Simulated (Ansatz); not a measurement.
Consider Mo in the bcc (W type) structure (space group Im-3m, No. 229; a = 3.161 Å; relaxed with 0.1 eV smearing). Axes: x, y, z lie along the cube axes.

Level of theory: plane-wave PAW DFT at the PBE level (Ansatz, a quantum-chemistry and plane-wave program, 420 eV), without spin-orbit coupling.

The change: an isotropic linear strain of +1.00 %; the atoms relax in the strained cell.

Predict the stress tensor and what it implies for the stiffness.

Stress of the strained cell less that of the base (GPa, compression positive):
```
   -7.3     0.0     0.0
    0.0    -7.3     0.0
    0.0     0.0    -7.3
```

Then B = −ΔP/(ΔV/V₀) with ΔV/V₀ = 0.0303 gives secant stiffness values (nonlinear terms included at this strain): B ≈ 240 GPa.

As a check, the harmonic strain energy −½ V₀ Δσ:ε is 11 meV/atom; the computed energy rise is 11 meV/atom.

Stability against distortions was not tested. The final runs are not spin-polarised.
